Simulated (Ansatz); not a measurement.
## Rh: Li interstitial (started 1.64 Å from the nearest host atom), symmetric start

The reference is a 27-atom supercell of Rh in the fcc (Cu type) structure (space group Fm-3m, No. 225; a = 3.780 Å) at its relaxed geometry.

The change: a neutral Li interstitial (started 1.64 Å from the nearest host atom), symmetric start, atoms relaxed at fixed cell.

Computed with Ansatz (a program for electronic structure) PBEsol, no SOC. k-mesh 5×5×5 (Γ-centred); smearing 0.05 eV (Fermi–Dirac).

```json
[
 {"quantity": "pressure", "base": "0.0 GPa", "changed": "10.8 GPa", "shift": "+10.8 GPa"},
 {"quantity": "largest displacement of a host atom from its site in the perfect cell", "base": "–", "changed": "0.28 Å", "shift": "–"},
 {"quantity": "final site of the added atom", "base": "–", "changed": "4 Rh at 1.91 Å (tetrahedral)", "shift": "–"}
]
```

The cell is small, so the values are those of an ordered compound at a high defect concentration; dilute-limit values will differ. The defect started on the symmetric site and kept its symmetry, so it may sit on a saddle. All final runs are without spin polarisation. The defect cell is not spin-polarised.
